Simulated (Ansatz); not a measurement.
**A series of runs on HfMg₇ (P-6m2, 8 atoms in the cell)**

```
CELL_PARAMETERS angstrom
      6.40817     0.00000     0.00000
     -3.20409     5.54964     0.00000
      0.00000     0.00000     5.06531
ATOMIC_POSITIONS crystal
  Mg 0.00219 0.50109 0.50000
  Mg 0.49890 0.99781 0.50000
  Mg 0.49890 0.50109 0.50000
  Mg 0.16361 0.32721 0.00000
  Mg 0.16361 0.83639 0.00000
  Mg 0.67279 0.83639 0.00000
  Mg 0.66667 0.33333 0.00000
  Hf 0.00000 0.00000 0.50000
```

Base run A: LDA (PW92), default PAW files made with PBE run with Ansatz (a program for electronic structure), self-consistent single point.

Its settings: kpoints.mp_grid.grid = 5 5 5; hamiltonian.xc = lda; hamiltonian.pseudopotentials = {kind: paw} (the program's default PAW files); scf.occupations.method = methfessel_paxton; scf.occupations.width = 0.1 eV.

The starting cell comes from a database of computed structures (which also holds hypothetical and non-ambient phases and stackings), without a prior relaxation at this level. Ansatz's pressure includes its estimate of the finite-basis (Pulay) stress.

ΔF is the free energy per atom less that of run A. 

Run A gave: pressure (GPa) -2.78; largest force (eV/Å) 0.150; iterations 7.

Runs:
- B: scf.mixing.algorithm, scf.mixing.beta = broyden, 0.02
- C: scf.mixing.algorithm, scf.mixing.beta = broyden, 0.05
- D: scf.mixing.algorithm, scf.mixing.beta = broyden, 0.1
- E: scf.mixing.algorithm, scf.mixing.beta = broyden, 0.2
- F: scf.mixing.algorithm, scf.mixing.beta = broyden, 0.3
- G: scf.mixing.algorithm, scf.mixing.beta = broyden, 0.5
- H: scf.mixing.algorithm, scf.mixing.beta = broyden, 0.7
- I: scf.mixing.algorithm, scf.mixing.beta = broyden, 0.9
- J: scf.mixing.algorithm, scf.mixing.beta = broyden, 1

Question: Which runs reach the base run's state, and which is quickest in iterations?

Answer: Runs B, C, D, E, F, G, H, I, J gave the same state as A (within 1 meV/atom). The fewest iterations to that state were 7 (A); the most were 17.

| run | ΔF (meV/atom) | pressure (GPa) | largest force (eV/Å) | iterations |
|---|---|---|---|---|
| A | 0.00 | -2.78 | 0.150 | 7 |
| B | 0.00 | -2.78 | 0.150 | 17 |
| C | 0.00 | -2.78 | 0.150 | 14 |
| D | 0.00 | -2.78 | 0.150 | 14 |
| E | 0.00 | -2.78 | 0.150 | 9 |
| F | 0.00 | -2.78 | 0.150 | 10 |
| G | 0.00 | -2.78 | 0.150 | 8 |
| H | 0.00 | -2.78 | 0.150 | 8 |
| I | 0.00 | -2.78 | 0.150 | 10 |
| J | 0.00 | -2.78 | 0.150 | 10 |

Keys are those of Ansatz 0.2.
